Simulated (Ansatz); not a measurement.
# SnO (model structure, started from the WC type, P-6m2, No. 187, 2 atoms in the cell): properties by level of theory

| level (code) | equilibrium lattice constant a (Å) | lattice parameter c (Å) | enthalpy of formation (eV/atom) |
|---|---|---|---|
| PBE (Ansatz) | ___ | 3.291 | ___ |
| PBEsol (Ansatz) | 3.289 | ___ | -0.787 |
| PBE-D3(BJ) (Ansatz) | ___ | 3.292 | ___ |

What belongs in the gaps?


- PBE (Ansatz, a first-principles code), equilibrium lattice constant a (Å): 3.387
- PBE (Ansatz), enthalpy of formation (eV/atom): -0.732
- PBEsol (Ansatz), lattice parameter c (Å): 3.280
- PBE-D3(BJ) (Ansatz), equilibrium lattice constant a (Å): 3.326
- PBE-D3(BJ) (Ansatz), enthalpy of formation (eV/atom): -0.798

Ansatz's density-functional and Hartree–Fock values are scalar-relativistic unless marked +SOC, with PAW data made under PBE.

The computed numbers hold no vibrational or temperature effects.

A model structure was made by putting elements into a prototype or built by hand; it is no filed structure, need not be a known phase, and can be a saddle point held by its symmetry.
